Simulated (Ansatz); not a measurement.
The parent structure is Au in the fcc (Cu type) structure (space group Fm-3m, No. 225; a = 4.083 Å). Axes: x, y, z lie along the cube axes.

Method: PBEsol/PAW in Ansatz (an electronic-structure program), no spin-orbit coupling.

Before the change:

- Shortest interatomic distance: 2.887 Å
- Pressure: 0.0 GPa

It is then changed as follows: the cell is compressed by 0.57 % along x with no lateral relaxation, atoms relaxed at fixed cell.

### Question
Estimate the effect on the shortest interatomic distance, pressure and energy relative to the base.

### Answer
The shortest interatomic distance drops by 0.008 Å, from 2.887 Å to 2.879 Å; the pressure (mean of the normal stresses, compression positive) goes from zero to 1.0 GPa; the energy rises by 0.3 meV/atom.

Without a gap, meshes like the base's 20×20×20 leave anisotropic stresses uncertain by several tenths of a GPa, and small strain energies with them. The cells carry an imposed strain or load. No phonon test of stability was made.
